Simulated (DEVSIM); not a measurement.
System: Schottky contact on n-type Si, at 250 K.

Layer 1 from the left is Si, thickness (μm) 6.50, Nd (cm⁻³) 3.8e15, τn (s) 5.8e-6, τp (s) 5.8e-6. Layer 2 from the left is Si, thickness (μm) 39.0, Nd (cm⁻³) 9.6e17, τn (s) 5.8e-6, τp (s) 5.8e-6.

Left contact: Schottky, work function 4.65 eV, emission velocity 3.4e6 cm/s. Right contact: ohmic. Voltage is applied to the left contact. Recombination: SRH at mid-gap, radiative. Mobility is μmin + (μ − μmin)/(1 + (N/Nref)^α).

Constants are typed, rounded textbook-type inputs, not results; the design itself was drawn at random and stands for no fabricated device. Values at 300 K; Nc and Nv go as T^1.5, mobilities as T to minus their exponent, the gap by Varshni's rule with the affinity fixed.

Si: gap (eV) 1.124, affinity (eV) 4.05, permittivity 11.7, Nc (cm⁻³) 2.86e19, Nv (cm⁻³) 3.1e19, μn (cm²/Vs) 1417, μp (cm²/Vs) 470, μn,min 52, μp,min 45, Nref,n 9.7e16, Nref,p 2.2e17, αn 0.68, αp 0.72, T exponent of μn 2.3, T exponent of μp 2.2, B (cm³/s) 4.7e-15, Varshni α (eV/K) 0.000473, Varshni β (K) 636.

Simulated with DEVSIM: 1D drift-diffusion, Boltzmann statistics, complete ionisation; no tunnelling, impact ionisation, image-force lowering or self-heating. Metal contacts follow the ideal Schottky-Mott rule: no Fermi-level pinning, no interface dipoles.

Dark forward current:

```
|V| (V)  |J| (A/cm²)
-------  -----------
0.05        8.015e-5
0.10       0.0008898
0.15        0.009052
0.20         0.09080
0.25          0.8856
0.30           7.295
0.35           33.96
0.40           83.76
0.45           146.3
0.50           215.4
0.55           288.0
0.60           363.0
0.65           439.4
0.70           517.0
0.75           595.4
0.80           674.5
0.85           754.0
0.90           834.0
0.95           914.4
1.00           995.0
1.05            1076
1.10            1157
1.15            1238
1.20            1320
1.25            1401
1.30            1483
```

**Question.** Work out the local ideality factor n = ΔV / (kT/q · ln(J2/J1)) between the rows 0.10 and 0.15 V, 1.25 and 1.30 V.

**Answer.** kT/q = 21.54 mV. From 0.10 to 0.15 V: ln(0.009052/0.0008898) = 2.320, n = 1.00, near the 1 of diffusion or emission over a barrier. From 1.25 to 1.30 V: ln(1483/1401) = 0.057, n = 40.81; the layers' resistance at their doping, Σ W/(qμN) = 0.00061 Ω cm², would take 50 mV of this step of 50 mV.

**Question.** Estimate the current at 0.15 V for emission alone, J0 = q v N_band exp(−φB/kT), and read the barrier back from the simulated current.

**Answer.** φB = 0.600 eV, N_band = 2.18e19 cm⁻³, J0 = 9.47e-6 A/cm²; J = J0 (exp(qV/kT) − 1) = 0.0100 A/cm². The simulation gives 0.00905 A/cm²; the estimate lies 11 % above. Read backwards, the simulated current gives an apparent barrier of 0.602 eV. The estimate leaves out transport through the depletion region and minority injection.
